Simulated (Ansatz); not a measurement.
Where the default PAW files enter, the runs use the earlier of Ansatz's two default sets.

Tunnelling through a barrier is set by its complex band structure: the current falls as exp(−2κd) with the smallest κ.

Data:

```yaml
crystal:
  lattice:
    - [3.80796, 0.00000, 0.00000]
    - [-1.90398, 3.29779, 0.00000]
    - [0.00000, 0.00000, 18.67874]
  atoms:
    - { symbol: Zn, position: [0.33333, 0.66667, 0.83326] }
    - { symbol: Zn, position: [0.66667, 0.33333, 0.33326] }
    - { symbol: Zn, position: [0.66667, 0.33333, 0.66686] }
    - { symbol: Zn, position: [0.33333, 0.66667, 0.16686] }
    - { symbol: Zn, position: [0.00000, 0.00000, 0.49994] }
    - { symbol: Zn, position: [0.00000, 0.00000, 0.99994] }
    - { symbol: S, position: [0.33333, 0.66667, 0.95812] }
    - { symbol: S, position: [0.66667, 0.33333, 0.45812] }
    - { symbol: S, position: [0.66667, 0.33333, 0.79171] }
    - { symbol: S, position: [0.33333, 0.66667, 0.29171] }
    - { symbol: S, position: [0.00000, 0.00000, 0.62511] }
    - { symbol: S, position: [0.00000, 0.00000, 0.12511] }
```

Space group of this cell: P6_3mc. The cell is taken as given; by PBEsol its mean pressure is -1.3 GPa.

Transport runs along the normal of the first two printed cell vectors, the (001) plane of the conventional cell.

The gap is the functional's own, uncorrected, and κ follows it; spin-orbit coupling is left out. Mid-gap values are interpolated between the computed energies.

Problem. Give the band gap and the smallest decay constant κ at mid-gap that PBEsol run with Ansatz (a program for electronic structure) yields.

Solution. Gap 2.03 eV on a 12×12×2 mesh; κ = 0.140 1/Å, at the zone centre.
